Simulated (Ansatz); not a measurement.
**A computed series for Re: pressure series**

The reference is Re in the hcp (Mg type) structure (space group P6_3/mmc, No. 194; a = 2.758 Å, c = 4.463 Å).

Cell and atoms are relaxed at each pressure.

All numbers come from r2SCAN/PAW in Ansatz (an electronic-structure program), without spin-orbit coupling.

Notes on the quantities. enthalpy: H = E + PV relative to the base's energy.

| change | enthalpy | lattice parameter a |
|---|---|---|
| base | – | 275.8 pm |
| pressure −2 GPa | -0.18 eV/atom | … |
| pressure −1 GPa | -0.09 eV/atom | 276.0 pm |
| pressure 3 GPa | +0.27 eV/atom | … |
| pressure 7 GPa | +0.64 eV/atom | 274.2 pm |
| pressure 15 GPa | +1.35 eV/atom | 272.5 pm |
| pressure 30 GPa | +2.66 eV/atom | 269.8 pm |
| pressure 50 GPa | +4.34 eV/atom | … |
| pressure 75 GPa | +6.37 eV/atom | 263.1 pm |
| pressure 100 GPa | +8.32 eV/atom | … |

Problem. What belongs in the blanks?

Solution. 
- pressure −2 GPa, lattice parameter a: 276.3 pm
- pressure 3 GPa, lattice parameter a: 275.1 pm
- pressure 50 GPa, lattice parameter a: 266.5 pm
- pressure 100 GPa, lattice parameter a: 260.1 pm

Load acts through the strain it causes; cell and atoms are relaxed under it. Whether these cells are dynamically stable was not tested. No other phases were tried under pressure. The final runs are not spin-polarised.
